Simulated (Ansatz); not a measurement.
**Report: zincblende InP (F-43m), uniaxial stress along [001]**

Cell and atoms are relaxed with PBEsol to each stress (compression positive); bands and masses by PBEsol with spin-orbit coupling, rigid bands (plane waves, PAW; Ansatz, a first-principles code). Strains are changes of length against the unloaded cell.

```
CELL_PARAMETERS angstrom
      0.00000     2.93916     2.93916
      2.93916     0.00000     2.93916
      2.93916     2.93916     0.00000
ATOMIC_POSITIONS crystal
  In 0.00000 0.00000 0.00000
  P  0.25000 0.25000 0.25000
```

```tsv
stress (GPa)	strain [001] (%)	strain [100] (%)	gap (eV)	mₑ* [001]	mₑ* [100]	mₕ* [001]	mₕ* [100]
-2.00	3.25	-1.12	0.412	0.060	0.047	0.55	0.37
-1.00	1.68	-0.59	0.480	0.059	0.052	0.60	0.44
0	0	0	0.542	0.056	0.056	0.56	0.56
1.00	-1.84	0.67	0.511	0.054	0.061	0.29	0.48
2.00	-3.88	1.45	0.459	0.050	0.064	0.140	0.45
```

[001] is the direction of the load; [010] strains as [100]. Masses are conductivity masses at 300 K in electron masses.

### Question
From the two loads next to zero, find the Young modulus and the ratio of transverse to axial strain.

### Answer
Between -1.00 and 1.00 GPa the strain along [001] changes by -3.52 % and that along [100] by 1.26 %. The modulus is 2.00/0.0352 = 57 GPa and the ratio of the strains 0.36 (PBEsol, atoms relaxed). Along [001] C₁₁ = E(1 − ν)/((1 + ν)(1 − 2ν)) and C₁₂ = C₁₁ν/(1 − ν), which gives C₁₁ ≈ 95 GPa and C₁₂ ≈ 53 GPa.

### Question
How fast does the gap move on either side of zero load?

### Answer
Under tension, (0.480 − 0.542) eV over -1.00 GPa = 62 meV/GPa, or about -3.7 eV per unit strain; under compression, (0.459 − 0.542) eV over 2.00 GPa = -42 meV/GPa, or about 2.1 eV per unit strain. The two slopes part by 104 meV/GPa; gaps are resolved to about 0.01 eV, which allows 15 meV/GPa, so they differ, even in sign: the gap has a turning point near zero load.

### Question
Take the carrier density and the relaxation time as fixed, so that ρ ∝ m*. What gauge factor (Δρ/ρ)/ε follows for current along [001] at the loads next to zero?

### Answer
holes at 1.00 GPa: (0.29/0.56 − 1)/-0.0184 ≈ 26. These are means over a finite load; the small-strain gauge factor differs, most where the load has already emptied the upper valleys or bands. Carriers and loads whose mass moves by under 12 % aren't resolved and aren't listed. The change of shape, which adds a term of order 1 to 2, and that of the scattering between valleys or bands are left out.

Masses are those of dilute carriers in rigid bands with one relaxation time, without polarons. Third decimals of gaps are kept for the arithmetic. Every relaxation keeps the zincblende phase (space group I-4m2 under this load), so a transition, a distortion that breaks the symmetry or fracture can't show.
